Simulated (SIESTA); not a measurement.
A self-consistent single point of HfB₁₂ (Fm-3m, 13 atoms in the cell) with SIESTA.

Level of theory: SIESTA with GGA PBEsol, numerical atomic orbitals DZP, PseudoDojo PBEsol standard norm-conserving potentials (rewritten from UPF to PSML).

```
CELL_PARAMETERS angstrom
      0.00000     3.68507     3.68507
      3.68507     0.00000     3.68507
      3.68507     3.68507     0.00000
ATOMIC_POSITIONS crystal
  Hf 0.00000 0.00000 0.00000
  B  0.50000 0.83956 0.50000
  B  0.50000 0.16044 0.50000
  B  0.83956 0.50000 0.50000
  B  0.16044 0.50000 0.50000
  B  0.83956 0.50000 0.16044
  B  0.16044 0.50000 0.83956
  B  0.50000 0.83956 0.16044
  B  0.50000 0.16044 0.83956
  B  0.50000 0.50000 0.83956
  B  0.50000 0.50000 0.16044
  B  0.16044 0.83956 0.50000
  B  0.83956 0.16044 0.50000
```

Reference input (self-consistent single point, DFT, GGA PBEsol, numerical atomic orbitals DZP, PseudoDojo PBEsol standard norm-conserving potentials (rewritten from UPF to PSML)): XC.functional = GGA; XC.authors = PBEsol; potentials = PseudoDojo PBEsol standard; PAO.BasisSize = DZP; PAO.EnergyShift = 0.005 Ry; MeshCutoff = 300 Ry; kgrid.MonkhorstPack = 5 5 5; OccupationFunction = FD; ElectronicTemperature = 0.1 eV; MaxSCFIterations = 150; SCF.Mixer.Method = Pulay; SCF.Mixer.Weight = 0.1. This run's input differs from it in these lines:

```diff
@@ -39,5 +39,5 @@
 %block kgrid.MonkhorstPack
-    5   0   0  0.0
-    0   5   0  0.0
-    0   0   5  0.0
+    6   0   0  0.0
+    0   6   0  0.0
+    0   0   6  0.0
 %endblock kgrid.MonkhorstPack
```

Output (repeated stretches shortened):

```
        iscf     Eharris(eV)        E_KS(eV)     FreeEng(eV)     dDmax    Ef(eV) dHmax(eV)
   scf:    1    -2405.833829    -2483.284716    -2483.348756  1.572307 -6.975601 16.802110
   scf:    2    -2490.006123    -2486.764065    -2486.826714  0.058233 -6.910884 13.137377
   scf:    3    -2491.873372    -2492.538927    -2492.605385  0.197153 -7.034977  3.293742
   scf:    4    -2490.217834    -2492.172984    -2492.234860  0.071312 -6.866053  4.409276
   scf:    5    -2491.711587    -2492.676721    -2492.740291  0.096815 -6.915936  2.955710
   scf:    6    -2493.018728    -2492.861650    -2492.924444  0.016032 -6.871832  1.890457
   scf:    7    -2492.991432    -2492.994391    -2493.055921  0.021623 -6.815030  0.375023
   scf:    8    -2493.000939    -2492.998916    -2493.060609  0.003512 -6.825076  0.048542
   scf:    9    -2492.998994    -2492.998958    -2493.060651  0.000309 -6.825415  0.034072
   scf:   10    -2492.999001    -2492.998982    -2493.060682  0.000221 -6.825932  0.019306
   scf:   11    -2492.998986    -2492.998989    -2493.060696  0.000243 -6.826578  0.000660
   scf:   12    -2492.998988    -2492.998988    -2493.060696  0.000007 -6.826596  0.000024
SCF Convergence by DM+H criterion
max |DM_out - DM_in|         :     0.0000066918
max |H_out - H_in|      (eV) :     0.0000235852
SCF cycle converged after 12 iterations

Using DM_out to compute the final energy and forces

siesta: E_KS(eV) =            -2492.9990

siesta: E_KS - E_eggbox =     -2492.9990

siesta: Atomic forces (eV/Ang):
     1    0.000000    0.000000    0.000000
     2   -0.017803   -0.000006   -0.017803
     3    0.017803    0.000006    0.017803
     4   -0.000006   -0.017803   -0.017803
     5    0.000006    0.017803    0.017803
     6    0.017789   -0.000000   -0.017789
     7   -0.017789   -0.000000    0.017789
     8   -0.000000    0.017789   -0.017789
     9   -0.000000   -0.017789    0.017789
    10   -0.017803   -0.017803   -0.000006
    11    0.017803    0.017803    0.000006
   [... lines left out ...]
siesta: FreeEng =     -2493.060696
siesta: Cell volume =        100.084999 Ang**3
siesta:          16.04493336         18.89667825  kBar
   [... lines left out ...]
     2    -0.257733    3.257733  B
     3    -0.257733    3.257733  B
     4    -0.257733    3.257733  B
     5    -0.257733    3.257733  B
     6    -0.257727    3.257727  B
     7    -0.257727    3.257727  B
     8    -0.257727    3.257727  B
     9    -0.257727    3.257727  B
    10    -0.257733    3.257733  B
    11    -0.257733    3.257733  B
    12    -0.257727    3.257727  B
    13    -0.257727    3.257727  B
 Total     0.000000
```

The run converged in 12 iterations. Against the reference run the free energy falls by 2.9 meV/atom, the pressure hardly changes (1.67 to 1.60 GPa) and the largest force goes from 0.035 to 0.025 eV/Å.

The starting cell comes from a database of computed structures (which also holds hypothetical and non-ambient phases and stackings), without a prior relaxation at this level. Values carry the incompleteness of an atom-centred basis.

Cost on one core of a shared machine: roughly 6 min.
